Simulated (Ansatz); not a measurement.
```
CELL_PARAMETERS angstrom
      5.09568     0.00000    -0.00193
      0.00000     5.17701     0.00000
     -0.87840     0.00000     5.19703
ATOMIC_POSITIONS crystal
  Hf 0.27715 0.45704 0.70818
  Hf 0.72285 0.54296 0.29182
  Hf 0.72285 0.95704 0.79182
  Hf 0.27715 0.04296 0.20818
  O  0.44713 0.74182 0.97999
  O  0.55287 0.25818 0.02001
  O  0.55287 0.24182 0.52001
  O  0.44713 0.75818 0.47999
  O  0.07122 0.33730 0.34091
  O  0.92878 0.66270 0.65909
  O  0.92878 0.83730 0.15909
  O  0.07122 0.16270 0.84091
```

Level of theory: PBEsol, rigid bands (plane waves, PAW, scalar-relativistic; Ansatz, a program for electronic structure). Geometry: cell and atoms relaxed with PBEsol.

Problem. Predict the electron conductivity mass (n e² τ/σ) at 300 K, by direction if it differs.

Solution. 1.13 (x), 1.13 (y), 2.8 (z) mₑ.

Problem. What conductivity effective mass do dilute holes have at 300 K?

Solution. 12.8 (x), 1.41 (y), 2.3 (z) mₑ.

Problem. And the band gap?

Solution. 3.97 eV at this level; semilocal functionals usually fall short of the measured gap.

Rigid bands, one relaxation time for all states, no polarons. Spin-orbit coupling is left out; where it splits the top of the valence band it changes the hole mass and lowers the gap by about a third of the splitting.
